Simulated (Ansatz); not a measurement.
Consider Sr in the fcc (Cu type) structure (space group Fm-3m, No. 225; a = 6.105 Å; relaxed with 0.1 eV smearing). Axes: x, y, z lie along the cube axes.

Method: r2SCAN (Ansatz, a quantum-chemistry and plane-wave program, PAW, spin-orbit coupling left out), earlier PAW set.

Before the change:

| Item | Value |
|---|---|
| Shortest interatomic distance | 4.317 Å |

The change: tensile biaxial strain of 2.37 % in the plane normal to [111], as in epitaxy on a mismatched substrate; the out-of-plane cell vector and the atoms relax.

**Question.** How does this affect the shortest interatomic distance?

**Answer.** The shortest interatomic distance grows by 0.0096 Å (4.317 Å → 4.326 Å).

**Question.** Estimate the effect on the ratio −ε⊥/ε∥.

**Answer.** The ratio −ε⊥/ε∥ comes out as 0.37.

**Question.** Predict the new energy relative to the base.

**Answer.** The energy grows by 5.7 meV/atom.

No phonon test of stability was made.
